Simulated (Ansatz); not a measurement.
Defect migration in orthorhombic CsPbCl3: interstitial Li, charge state +1. The step: several atoms move together, Li the farthest; the atom moves 2.84 Å along (-0.18, -0.10, -0.28) of the unit cell; the moving atom starts with neighbours 2 Cl at 2.36, Cl at 2.41, Cl at 2.42 Å and ends with 2 Cl at 2.36, Cl at 2.41, Cl at 2.42 Å. A PBE band in Ansatz (plane-wave PAW, the Γ point alone, 80 host sites, 98 SCF runs with any check of the saddle's order, static, no finite-size correction) gives a forward barrier of 0.27 eV. The program found a first-order saddle point. The charge state is imposed; whether it is stable for some Fermi level was not computed. Sites that were not tried may lie lower. The start lies 0.095 eV above the lowest site run (PBE).

Single points at the band's start and saddle point can refine it. Rough cost of one point, in units of the band's mean SCF on the same machine:

| Level | Cost of one point |
|---|---|
| PBE, a 2×2×2 k-point mesh shifted by half a step | about 10 |
| r2SCAN at 500 eV, the Γ point alone | about 4 |

Question: Which of these move the barrier by more than 0.1 eV, and how far does each move it?

Answer: Not one does. PBE, a 2×2×2 k-point mesh shifted by half a step: +0.07 eV; r2SCAN at 500 eV, the Γ point alone: -0.01 eV. Each functional is compared with PBE at the same k-points.

Ansatz is a program for electronic structure.
